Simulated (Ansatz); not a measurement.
The parent structure is Al in the fcc (Cu type) structure (space group Fm-3m, No. 225; a = 3.992 Å). Axes: x, y, z lie along the cube axes.

All numbers come from r2SCAN/PAW in Ansatz (a program for electronic structure), spin-orbit coupling left out.

For the base:

| Item | Result |
|---|---|
| Shortest interatomic distance | 2.823 Å |

The change: uniaxial stress, 2 GPa tension along x, with the cell and atoms free to relax against it.

### Question
Predict the new energy relative to the base.

### Answer
The energy goes up by 2.0 meV/atom.

### Question
Estimate the effect on the shortest interatomic distance.

### Answer
The shortest interatomic distance shrinks by 0.019 Å (2.823 Å → 2.804 Å).

Without a gap, meshes like the base's 20×20×20 leave anisotropic stresses uncertain by several tenths of a GPa, and small strain energies with them. Load acts through the strain it causes; cell and atoms are relaxed under it. Beyond what the load breaks, stability against distortions was not tested.
